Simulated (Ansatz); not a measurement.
Lu4Hf3O12 (model structure, started from the La4Ti3O12 type, R-3, No. 148, 19 atoms in the cell), treated with r²SCAN+SOC in Ansatz (plane waves, PAW).

Run with plane-wave cutoff 560 eV, 6×6×6 k mesh, Fermi–Dirac smearing 0.01 eV, PAW data made under PBE.

Cell (relaxed with PBEsol):

```yaml
crystal:
  lattice:
    - [2.75991, 1.59343, 8.92374]
    - [-2.75991, 1.59343, 8.92374]
    - [0.00000, -3.18687, 8.92374]
  atoms:
    - { symbol: Lu, position: [0.85203, 0.85203, 0.85203] }
    - { symbol: Lu, position: [0.14797, 0.14797, 0.14797] }
    - { symbol: Lu, position: [0.72957, 0.72957, 0.72957] }
    - { symbol: Lu, position: [0.27043, 0.27043, 0.27043] }
    - { symbol: Hf, position: [0.00000, 0.00000, 0.00000] }
    - { symbol: Hf, position: [0.57892, 0.57892, 0.57892] }
    - { symbol: Hf, position: [0.42108, 0.42108, 0.42108] }
    - { symbol: O, position: [0.24246, 0.90148, 0.48283] }
    - { symbol: O, position: [0.75754, 0.09852, 0.51717] }
    - { symbol: O, position: [0.90148, 0.48283, 0.24246] }
    - { symbol: O, position: [0.09852, 0.51717, 0.75754] }
    - { symbol: O, position: [0.48283, 0.24246, 0.90148] }
    - { symbol: O, position: [0.51717, 0.75754, 0.09852] }
    - { symbol: O, position: [0.09170, 0.70755, 0.33008] }
    - { symbol: O, position: [0.90830, 0.29245, 0.66992] }
    - { symbol: O, position: [0.70755, 0.33008, 0.09170] }
    - { symbol: O, position: [0.29245, 0.66992, 0.90830] }
    - { symbol: O, position: [0.33008, 0.09170, 0.70755] }
    - { symbol: O, position: [0.66992, 0.90830, 0.29245] }
```

Q: Give the computed band gap.

A: 
* **band gap**: 4.87 eV (on the SCF k mesh)

Note: the relaxation could raise the start's symmetry but not lower it, so the cell can be a saddle point; cell and atoms aren't relaxed at this level (largest force component 0.08 eV/Å, pressure 1.7 GPa).

Static lattice: no zero-point or thermal effects.

Computing time: around 60 core-minutes (rough).

A model structure was made by putting elements into a prototype or built by hand; it is no filed structure, need not be a known phase, and can be a saddle point held by its symmetry.

Ansatz is a first-principles code.
